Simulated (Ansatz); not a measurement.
Take InAgTe$_{2}$ in the chalcopyrite structure (space group I-42d, No. 122; a = 6.354 Å, c = 12.637 Å) as the base.

Level of theory: plane-wave PAW DFT at the LDA level (Ansatz, a quantum-chemistry and plane-wave program, 420 eV), without spin-orbit coupling.

Strains are applied to the cell and any free atomic positions relax.

One change was made to it. Results:

```csv
quantity,base,after
energy relative to the base (free energy F),0 meV/atom,+2.6 meV/atom
"valence-band top at Γ (three highest levels, from the VBM)",–,"0.00, -0.06, -0.06 eV"
```

Q: What was done to the base?
(A) isotropic strain −0.75 %
(B) isotropic strain −1.50 %
(C) isotropic strain −2.25 %
(D) isotropic strain −3.00 %

A: A, isotropic strain −0.75 %. For comparison, the energy relative to the base in the other runs: isotropic strain −3.00 % gives +45 meV/atom; isotropic strain −1.50 % gives +11 meV/atom; isotropic strain −2.25 % gives +25 meV/atom.

Spin-orbit coupling, missing from the scalar runs, can matter with Te. The levels and masses belong to the bands next to the band gap. Whether these cells are dynamically stable was not tested. The final runs are not spin-polarised.
